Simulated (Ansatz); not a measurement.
The parent structure is CdS in the zinc blende structure (space group F-43m, No. 216; a = 5.7566 Å).

Calculations: LDA in Ansatz (plane waves to 420 eV, PAW, no spin-orbit coupling).

Base values:

| Item | Result |
|---|---|
| Valley order | Γ 0.95 eV; X along ⟨100⟩ 3.25 eV |
| Volume per atom | 23.85 Å³ |
| Electron mass | 0.10 mₑ (at Γ) |

Now apply this change: cell and atoms relaxed at a pressure of 22.5 GPa.

Question: Predict the new valley order, volume per atom and electron mass.

Answer: The valley order (the lowest conduction-band minima on the path, energy above the VBM, named in the base's zone) changes from Γ 0.95 eV; X along ⟨100⟩ 3.25 eV to Γ 1.32 eV; X along ⟨100⟩ 2.82 eV; the volume per atom shrinks by 4.442 Å³, from 23.85 Å³ to 19.40 Å³; the electron mass goes from 0.10 mₑ (at Γ) to 0.14 mₑ (at Γ).

The levels and masses belong to the bands next to the band gap. Load acts through the strain it causes; cell and atoms are relaxed under it. Masses are band curvatures over ±0.01 Å⁻¹ around the edge. No phonon test of stability was made. Tetrahedral semiconductors of this kind turn to denser phases somewhere between about 1 and 50 GPa; those were not computed, so compressed cells here can lie past the real transition.

Ansatz is a quantum-chemistry and plane-wave program.
